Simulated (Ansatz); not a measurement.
We consider AlB2-type TiB2, described by PBE-D3(BJ) in Ansatz (PAW).

Numerical settings: plane-wave cutoff 500 eV, 18×18×12 k mesh (along the axes of the cell as run), Fermi–Dirac smearing 0.05 eV, no spin polarisation, scalar-relativistic PAW data made under PBE.

Computed at the level's own relaxed cell.

Question: Predict the volume per atom, lattice parameter a and lattice parameter c.

Answer: 
* **volume per atom**: 8.29 Å³/atom
* **lattice parameter a**: 3.004 Å
* **lattice parameter c**: 3.182 Å

Measured, for comparison: lattice constant a 3.029 Å, lattice parameter c 3.229 Å (293 K, no zero-point or thermal correction; as tabulated in R. G. Munro, J. Res. NIST 105, 709 (2000), Material Properties of Titanium …). Computed (rounded) less measured: lattice constant a -0.8 %, lattice parameter c -1.5 %. A static lattice is as a rule a little smaller and stiffer than an uncorrected measurement, which narrows the difference in the lattice constant a, lattice parameter c and would widen misses of the other sign.

It cost roughly 40 core-seconds of CPU time.

Ansatz is an electronic-structure program.
